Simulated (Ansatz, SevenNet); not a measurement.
**Equilibrium lattice constant a of L1₂ (Cu3Au-type) Al3Sc: levels of theory against measurement**

Reference value: 4.103 Å (measured, room temperature, not corrected to a static lattice; as tabulated in A Combined Experimental and First-Principles Based Assessment of …).

```tsv
level (code)	value (Å)	difference (%)
SevenNet-l3i5 (SevenNet)	4.117	+0.34
LDA (Ansatz)	4.032	-1.73
PBE (Ansatz)	4.106	+0.07
PBEsol (Ansatz)	4.072	-0.76
PBE-D3(BJ) (Ansatz)	4.050	-1.29
r²SCAN (Ansatz)	4.086	-0.41
HSE06 (Ansatz)	4.093	-0.24
```

The reference is not for a static lattice or low temperature, so close values are not ranked against it. Off by more than 1.25 % (a bound picked here): LDA (-1.73 %), PBE-D3(BJ) (-1.29 %).

The reference has no zero-point or thermal correction, while the calculations are for a static lattice, so the differences are not the levels' errors alone. A static lattice is as a rule a little smaller than the measured one.  Cutoffs and k meshes differ between the levels. Ansatz's density-functional and Hartree–Fock values are scalar-relativistic unless marked +SOC, with PAW data made under PBE.

Machine-learned potentials (SevenNet-l3i5) are trained on DFT data, which may include these solids.

Differences are worked out from the printed values.

Ansatz is an electronic-structure program.
